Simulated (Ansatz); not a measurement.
Computed with PBE (plane waves to 420 eV, PAW; Ansatz, a program for electronic structure).

Planar average of the electrostatic potential across the slab, in eV from the highest filled level, for a constructed model of the (000-1) surface of wurtzite CdSe, Se-terminated, 2x2 Cd adatom at H3 (bottom of the slab: 2 H on 4 bottom sites):

(z (Å), V (eV)): (3.39, 6.31); (3.67, 6.31); (3.95, 6.31); (4.24, 6.31); (4.52, 6.31); (4.80, 6.31); (5.08, 6.31); (5.37, 6.31); (5.65, 6.31); (5.93, 6.30); (6.21, 6.29); (6.50, 6.27); (6.78, 6.21); (7.06, 6.08); (7.34, 5.76); (7.63, 5.19); (7.91, 5.18); (8.19, 5.10); (8.47, 4.27); (8.75, 2.98); (9.04, 1.81); (9.32, 0.84); (9.60, -0.22); (9.88, -2.08); (10.17, -3.59); (10.45, -3.68); (10.73, -3.24); (11.01, -2.25); (11.30, -0.49); (11.58, 2.21); (11.86, 3.72); (12.14, 3.77); (12.43, 2.74); (12.71, 0.68); (12.99, -1.29); (13.27, -3.01); (13.56, -4.72); (13.84, -4.83); (14.12, -3.40); (14.40, -1.54); (14.69, -0.25); (14.97, 1.31); (15.25, 3.38); (15.53, 4.08); (15.81, 3.68); (16.10, 2.17); (16.38, -0.01); (16.66, -1.94); (16.94, -3.80); (17.23, -4.95); (17.51, -4.46); (17.79, -2.79); (18.07, -1.05); (18.36, 0.27); (18.64, 2.13); (18.92, 3.64); (19.20, 3.95); (19.49, 3.13); (19.77, 1.40); (20.05, -0.47); (20.33, -2.11); (20.62, -3.63); (20.90, -4.64); (21.18, -3.96); (21.46, -2.53); (21.75, -1.58); (22.03, -0.70); (22.31, 1.01); (22.59, 2.64); (22.88, 3.50); (23.16, 4.11); (23.44, 4.64); (23.72, 4.98); (24.00, 5.11); (24.29, 5.17); (24.57, 5.20); (24.85, 5.21); (25.13, 5.22); (25.42, 5.22); (25.70, 5.22); (25.98, 5.22); (26.26, 5.22); (26.55, 5.22); (26.83, 5.22)

Model: 35-atom slab, 14.5 Å thick at the start with caps and adatoms, 3x3x1 mesh, Fermi-Dirac 0.025 eV, dipole correction, 8 atoms held, the rest relaxed; symmetry of the start imposed; no spin, no spin-orbit, no U. In PBE it is, or lies within 0.01 eV a 1x1 cell of, the lowest of the 2 structures of its composition computed so far; subsurface sites and larger cells were not tried.

Q: The surface cell has an area of 66.54 Å². What dipole along the normal does the step between the two vacuum levels imply?

A: the top vacuum level lies 1.09 eV below the bottom one; p = −ε₀ A ΔV (ε₀ = 0.005526 e/(V·Å)) gives 0.40 e·Å a cell.
